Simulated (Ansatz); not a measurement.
Sn_Cu (kesterite Cu2ZnSnS4 host)

All values below come from PBE, PAW (plane waves to 420 eV; Ansatz, a first-principles code). Details: 64-site cell; 2×2×2 shifted k-points; start: the Cu(2) site; no spin–orbit coupling; no Hubbard U; the functional closes the host's gap; energies good to tenths of an eV.

Neighbours after relaxation, in Å: of the Sn atom: S 2.72, S 2.73, S 2.73, S 2.74.

```json
[
 {"charge": "0†", "moment (μB)": "quenched", "largest move off a lattice site (Å)": "0.48"}
]
```

† Not settled in this cell, so no level is given: charge 0: a level filled in part.

Starting moments that weren't kept: charge 0 began with 1 μB and ended with 0.0.

All states together cost about 2.1 core-hours (a rough figure).
